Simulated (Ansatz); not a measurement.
The starting structures come from a database of crystals and need not be the phases stable at ambient conditions.

By PBEsol, the system below comes out a metal.

```
Ir
1.0
    2.69635     0.00000     0.00000
   -1.34818     2.33511     0.00000
    0.00000     0.00000     4.37304
Ir
2
Direct
  0.66667   0.33333   0.75000
  0.33333   0.66667   0.25000
```

Space group of this cell: P6_3/mmc, hcp (Mg type). The cell is strained (all lengths scaled by 0.98); by PBEsol its mean pressure is 10.2 GPa.

The current flows along the normal of the first two printed cell vectors, the (001) plane of the conventional cell. No spin-orbit coupling; the value is a mean over 0.1 eV about the Fermi level.

Estimate the ballistic conductance per area that PBEsol run with Ansatz (an electronic-structure program) returns for this system.

2.4 × 10¹⁵ S/m² for both spins.
